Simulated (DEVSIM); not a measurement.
Device: abrupt Si p-n junction, at 400 K.

Layer 1 from the left is Si, thickness (μm) 18.0, Na (cm⁻³) 1.3e15, τn (s) 1e-7, τp (s) 1e-7. Layer 2 from the left is Si, thickness (μm) 33.0, Nd (cm⁻³) 2.2e17, τn (s) 1e-7, τp (s) 1e-7.

Left contact: ohmic. Right contact: ohmic. Voltage is applied to the left contact. Recombination: SRH at mid-gap. Mobility is μmin + (μ − μmin)/(1 + (N/Nref)^α).

This is a model device: material constants are rounded textbook-type values typed into the input, and sizes, dopings and lifetimes were drawn at random. Values at 300 K; Nc and Nv go as T^1.5, mobilities as T to minus their exponent, the gap by Varshni's rule with the affinity fixed.

Si: gap (eV) 1.124, affinity (eV) 4.05, permittivity 11.7, Nc (cm⁻³) 2.86e19, Nv (cm⁻³) 3.1e19, μn (cm²/Vs) 1417, μp (cm²/Vs) 470, μn,min 52, μp,min 45, Nref,n 9.7e16, Nref,p 2.2e17, αn 0.68, αp 0.72, T exponent of μn 2.3, T exponent of μp 2.2, Varshni α (eV/K) 0.000473, Varshni β (K) 636.

Simulated with DEVSIM: 1D drift-diffusion, Boltzmann statistics, complete ionisation; no tunnelling, impact ionisation, image-force lowering or self-heating.

Dark forward current:

| |V| (V) | |J| (A/cm²) |
|---|---|
| 0.05 | 0.0003397 |
| 0.10 | 0.001599 |
| 0.15 | 0.006565 |
| 0.20 | 0.02660 |
| 0.25 | 0.1063 |
| 0.30 | 0.3972 |
| 0.35 | 1.279 |
| 0.40 | 3.446 |
| 0.45 | 8.000 |
| 0.50 | 16.52 |
| 0.55 | 30.96 |
| 0.60 | 53.22 |
| 0.65 | 84.65 |
| 0.70 | 125.6 |
| 0.75 | 175.5 |
| 0.80 | 233.1 |
| 0.85 | 297.4 |
| 0.90 | 367.3 |
| 0.95 | 442.0 |
| 1.00 | 520.8 |
| 1.05 | 603.3 |
| 1.10 | 689.2 |
| 1.15 | 778.2 |
| 1.20 | 870.0 |
| 1.25 | 964.4 |
| 1.30 | 1061 |

Q: Work out the local ideality factor n = ΔV / (kT/q · ln(J2/J1)) between the rows 0.15 and 0.20 V, 1.25 and 1.30 V.

A: kT/q = 34.47 mV. From 0.15 to 0.20 V: ln(0.02660/0.006565) = 1.399, n = 1.04, near the 1 of diffusion or emission over a barrier. From 1.25 to 1.30 V: ln(1061/964.4) = 0.095, n = 15.20.

Q: Estimate the current at 0.20 V from the Shockley equation with J0 = Σ q ni² D/(N L) coth(W/L), τ joining the SRH, radiative and Auger lifetimes that are on, and W taken as the whole layer.

A: ni² = 3.22e25 cm⁻⁶; electrons in the p layer: μ = 696 cm²/Vs, D = 24.0 cm²/s, τ = 1.00e-7 s, L = 15.5 μm, W/L = 1.2, term 7.49e-5 A/cm²; holes in the n layer: μ = 137 cm²/Vs, D = 4.71 cm²/s, τ = 1.00e-7 s, L = 6.87 μm, W/L = 4.8, term 1.61e-7 A/cm². J0 = 7.50e-5 A/cm², and J = J0 exp(qV/kT) = 0.0248 A/cm². The simulation gives 0.0266 A/cm²; the estimate lies 6.6 % below. The estimate leaves out recombination in the depletion region and that region's share of W.
